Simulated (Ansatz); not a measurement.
The reference is Cs (space group I4_1/amd, No. 141; a = 5.023 Å, c = 18.197 Å; a cell from a computed database, its experimental status unchecked).

All numbers come from Ansatz (a first-principles code), PBEsol, PAW, cutoff 420 eV, no spin-orbit coupling.

Before the change:

| Quantity | Result |
|---|---|
| Volume per atom | 114.77 Å³ |
| c/a ratio | 3.623 |

One thing is altered: full substitution Cs → Li; the structure is relaxed again.

Tabulated Pauling electronegativity and covalent radius: Cs 0.79, 2.44 Å; Li 0.98, 1.28 Å.

Estimate the effect on the volume per atom.

The volume per atom falls by 94.58 Å³, from 114.77 Å³ to 20.19 Å³.

Predict the new c/a ratio.

The c/a ratio grows by 0.074, from 3.623 to 3.697.

No phonon test of stability was made. As relaxed here, Li is a hypothetical phase, not in the database extracts checked. This is not the structure that Cs has at room temperature and ambient pressure.
